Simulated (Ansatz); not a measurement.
**Co under a change: uniaxial stress, 0.5 GPa compression along x**

The reference is Co in the hcp (Mg type) structure (space group P6_3/mmc, No. 194; a = 2.494 Å, c = 4.037 Å; ferromagnetic; relaxed with 0.1 eV smearing). Axes: x lies along a and z along c of the hexagonal cell.

Now apply this change: uniaxial stress, 0.5 GPa compression along x; all other stress components relax to zero.

Method: PBE (Ansatz, a program for electronic structure, PAW, without spin-orbit coupling), earlier PAW set. k-mesh 26×26×14 (Γ-centred); smearing 0.1 eV (Fermi–Dirac).

The volume per atom stays essentially unchanged (10.87 Å³ against 10.86 Å³) and the shortest interatomic distance is still 2.479 Å. The energy stays essentially unchanged and the band gap stays zero. The magnetic state is still ferromagnetic and the largest site moment stays essentially unchanged (1.69 μB against 1.68 μB). The strain response (xx, yy, zz) comes out as (−0.18, +0.08, +0.03) %.

Final structure:

```
Co
1.0
    2.48896     0.00000     0.00000
   -1.24448     2.16121     0.00000
    0.00000     0.00000     4.03799
Co
2
Direct
  0.33362   0.66724   0.75000
  0.66638   0.33276   0.25000
```

Other magnetic orders, which the real material may have, were not ruled out. Stability under load was not tested beyond the relaxation.
